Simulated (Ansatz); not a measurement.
An Ansatz (a program for electronic structure) input (Ansatz, LDA, PAW, cutoff 420 eV, without spin-orbit coupling):

Ansatz 0.2 input:
```yaml
crystal:
  lattice:
    - [4.2795313501, 0, 0]
    - [0, 4.1548848059, 0]
    - [0, 0, 2.6614514871]
  atoms:
    - { symbol: Si, position: [0, 0, 0] }
    - { symbol: Si, position: [0.5, 0.5, 0.5] }
    - { symbol: O, position: [0.3055806916, 0.3055806916, 0] }
    - { symbol: O, position: [0.8055806916, 0.1944193084, 0.5] }
    - { symbol: O, position: [0.1944193084, 0.8055806916, 0.5] }
    - { symbol: O, position: [0.6944193084, 0.6944193084, 0] }
basis: { ecutwfc: 420, ecutrho_ratio: 4, xc_grid: 2, fft_grid_basis: typed }
kpoints: { mp_grid: { grid: [8, 8, 12] } }
hamiltonian:
  xc: lda
  dispersion: none
  pseudopotentials: { kind: paw }
scf: { occupations: { method: fermi_dirac, width: 0.05 }, convergence: { dr2_threshold: 0.0000000006 } }
relax: { f_tol: 0.005, max_steps: 50 }
output: { forces: true, stress: true }
checkpoint: { write: state.ck, write_every: 1000 }
```

Q: Which symmetry and how many k-points will the program report, and about how many plane waves at Γ?

A: Space group Pnnm (ITA 58) with 8 operations, k-points 175 of 768, and 927 plane waves at Γ.

Q: And the final pressure?

A: -7.86 GPa (compression positive).

The cells carry an imposed strain or load. No phonon test of stability was made. The cell was made from SiO₂ in the rutile structure (space group P4_2/mnm, No. 136) by this change: uniaxial strain ε_xx = +3.00 %.
